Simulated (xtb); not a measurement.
xtb 6.7.1, GFN2-xTB: Ti(Br)2(OiPr)2 (CC(C)[O][Ti]([Br])([Br])[O]C(C)C), 25 atoms. The geometry is a generated start, not checked to be a minimum at this level.

```json
{
 "run_flags": "--grad",
 "method": "GFN2-xTB",
 "--acc": "1 (default)",
 "--etemp (K)": "300 (default)",
 "basis_functions": "76",
 "valence_electrons": "68"
}
```

```xyz
25

Ti    -0.6905     0.9664     0.7097
Br    -0.6788     1.8078    -1.5088
Br    -2.4023     2.2484     1.7152
O      0.7971     1.4364     1.3463
C      2.1352     1.1490     1.1355
C      2.7891     2.3111     0.3773
C      2.2469    -0.1617     0.3373
H      2.6301     1.0232     2.1167
H      2.2638     2.4716    -0.5657
H      3.8335     2.0899     0.1741
H      2.7254     3.2220     0.9712
H      1.6799    -0.9489     0.8484
H      1.8408    -0.0141    -0.6691
H      3.2863    -0.4723     0.2570
O     -1.1926    -0.6154     0.6110
C     -1.9027    -1.5988    -0.0626
C     -1.0301    -2.1601    -1.1908
C     -3.1981    -0.9829    -0.6161
H     -2.1503    -2.4056     0.6513
H     -0.7330    -1.3485    -1.8575
H     -1.5809    -2.9030    -1.7590
H     -0.1354    -2.6244    -0.7745
H     -3.7464    -0.4833     0.1889
H     -2.9561    -0.2499    -1.3930
H     -3.8309    -1.7570    -1.0430
```

Charge 0 and multiplicity 1 are set for this test and not shown to be the ground state.

One run each on 1 thread. Values of broydamp tried: 0.02, 0.05, 0.1, 0.2, 0.4 (default), 0.6, 0.8, 1.

Which value of broydamp needs the fewest SCC iterations, and what happens away from it?

Fewest SCC iterations, within one of each other: 0.4 (default) with 15, 0.6 with 15, 0.8 with 16, 1 with 16. The count rises to 30 at 0.02. All converge to one solution.

```tsv
broydamp	SCC iterations	end
0.02	30	same solution
0.05	24	same solution
0.1	22	same solution
0.2	18	same solution
0.4 (default)	15	same solution
0.6	15	same solution
0.8	16	same solution
1	16	same solution
```
